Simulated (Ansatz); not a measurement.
Results of rVV10 (Ansatz, a quantum-chemistry and plane-wave program, plane waves, PAW) for 1T (CdI2-type) MgI₂.

Numerical settings: plane-wave cutoff 520 eV, 12×12×6 k mesh (along the axes of the cell as run), Fermi–Dirac smearing 0.01 eV, scalar-relativistic PAW data made under PBE.

Energies at three volumes about the minimum:

```tsv
V (Å³/atom)	E − E_lowest (meV/atom)
33.960	0.82
34.653	0.00
35.346	0.80
```

Question: Fit a parabola by hand: where is the minimum, and what is the bulk modulus?

Answer: Slopes: (0.00 − 0.82)/(34.653 − 33.960) = -1.183 and (0.80 − 0.00)/(35.346 − 34.653) = 1.154 meV/Å³. Curvature E″ = 2 × (1.154 − (-1.183))/(35.346 − 33.960) = 3.372 meV/Å⁶. From the middle of the first interval, the slope vanishes at V0 = 34.3065 − (-1.183)/3.372 = 34.657 Å³/atom. B = V0 E″ = 34.657 × 3.372 meV/Å³ × 0.1602 GPa per meV/Å³ = 18.7 GPa. The full Birch–Murnaghan fit to all volumes gives V0 = 34.637 Å³/atom and B0 = 18.7 GPa.

Shape and atoms are relaxed at each volume.

Note: the bulk modulus comes from volumes at which shape and atoms were relaxed.
